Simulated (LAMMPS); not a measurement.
Ni (fcc) at 1810 K and zero pressure, started from the crystal, with several potentials, in cells of their own sizes.

Potentials compared:
- EAM-type CuNi.eam.alloy: classical MD, pair style eam/alloy, file CuNi.eam.alloy (LAMMPS); Onat and Durukanoglu, J Phys Cond Matt, 26, 035404 (2014)
- EAM-type universal-3 set of Foiles, Baskes and Daw: classical MD, pair style eam, the elements' _u3.eam files (universal-3 set of Foiles, Baskes and Daw) (LAMMPS); Foiles et al, Phys Rev B, 33, 7983 (1986)
- MEAM Ni.meam: classical MD, pair style meam, file Ni.meam (LAMMPS)
- MEAM library.meam-Ni: classical MD, pair style meam, file library.meam (library.meam-Ni) (LAMMPS); Baskes, Phys Rev B, 46, 2727-2742 (1992)
- SNAP Ni_Zuo_JPCA2020.quadratic.snap: MD with a machine-learned potential, pair style snap, file Ni_Zuo_JPCA2020.quadratic.snap (LAMMPS); Y. Zuo, C. Chen, X, Li, Z. Deng, Y. Chen, J. Behler, G. Csányi, A. V. Shapeev, A. P. Thompson, M. A. Wood, S. P. Ong, "Performance and Cost Assessment of Machine Learning Interatomic Potentials" J. Phys. Chem. A 124, 4, 731-745 (2020)
- SNAP Ni_Zuo_JPCA2020.snap: MD with a machine-learned potential, pair style snap, file Ni_Zuo_JPCA2020.snap (LAMMPS); Y. Zuo, C. Chen, X, Li, Z. Deng, Y. Chen, J. Behler, G. Csányi, A. V. Shapeev, A. P. Thompson, M. A. Wood, S. P. Ong, "Performance and Cost Assessment of Machine Learning Interatomic Potentials" J. Phys. Chem. A 124, 4, 731-745 (2020)

```tsv
potential	state	volume	first peak of g(r)	coordination number	mean phonon frequency	rough cost (ms per atom and simulated ps)
EAM-type CuNi.eam.alloy	crystal; no diffusion seen in 30 ps	12.051 ± 0.001 Å³/atom	2.47 Å, height 3.1	12.5 (counted to 3.26 Å)	5.3 THz	1 to 3
EAM-type universal-3 set of Foiles, Baskes and Daw	crystal; no diffusion seen in 30 ps	12.0797 ± 0.0010 Å³/atom	2.49 Å, height 3.4	12.3 (counted to 3.22 Å)	5.8 THz	1 to 3
MEAM Ni.meam	crystal; no diffusion seen in 30 ps	11.3395 ± 0.0009 Å³/atom	2.51 Å, height 4.7	12.0 (counted to 3.06 Å)	8.5 THz	3 to 10
MEAM library.meam-Ni	crystal; no diffusion seen in 30 ps	11.3161 ± 0.0009 Å³/atom	2.51 Å, height 4.9	12.0 (counted to 3.06 Å)	8.7 THz	3 to 10
SNAP Ni_Zuo_JPCA2020.quadratic.snap	crystal; no diffusion seen in 15 ps	11.813 ± 0.006 Å³/atom	2.48 Å, height 3.3	12.2 (counted to 3.18 Å)	-	30 to 100
SNAP Ni_Zuo_JPCA2020.snap	crystal; no diffusion seen in 15 ps	11.571 ± 0.004 Å³/atom	2.48 Å, height 3.5	12.3 (counted to 3.18 Å)	-	100 to 300
```

Costs are rough: whole-run CPU time with set-up and analysis, from shared machines, in bands a factor of about three wide.

Caution (row EAM-type CuNi.eam.alloy): this crystal lies over the melting point of about 1570 K that EAM-type CuNi.eam.alloy gives, so it is superheated.

Caution (row EAM-type universal-3 set of Foiles, Baskes and Daw): this crystal lies over the melting point of about 1710 K that EAM-type universal-3 set of Foiles, Baskes and Daw gives, so it is superheated.

Caution (rows MEAM Ni.meam; SNAP Ni_Zuo_JPCA2020.quadratic.snap; SNAP Ni_Zuo_JPCA2020.snap): this crystal lies over the measured melting point of 1728 K, so it is superheated or the potential melts high.

Caution (rows MEAM Ni.meam; SNAP Ni_Zuo_JPCA2020.quadratic.snap; SNAP Ni_Zuo_JPCA2020.snap): a run this short can hold a crystal over, or a liquid under, the potential's own melting point, which these runs don't give.

Caution: the potential MEAM library.meam-Ni is a first-neighbour MEAM set with a 4 Å cutoff, used here without a parameter file and away from the static properties it was fitted to.

Caution (row SNAP Ni_Zuo_JPCA2020.quadratic.snap): enthalpy drifts during the constant-pressure average: a transition or slow ageing; fluctuation values are void.

States go by the mean squared displacement: a species diffuses where it passes 1.5 Å², still rises and gives D over 1e-6 cm²/s; a crystal has left its structure where atoms lie 0.35 Å off their sites on average or a cubic box changes its shape by 3 %, or the axial ratios of another lie 8 % off the starting cell's, which the potential's own relaxation can also do.

The ± values are statistical; the model's systematic error is not in them.
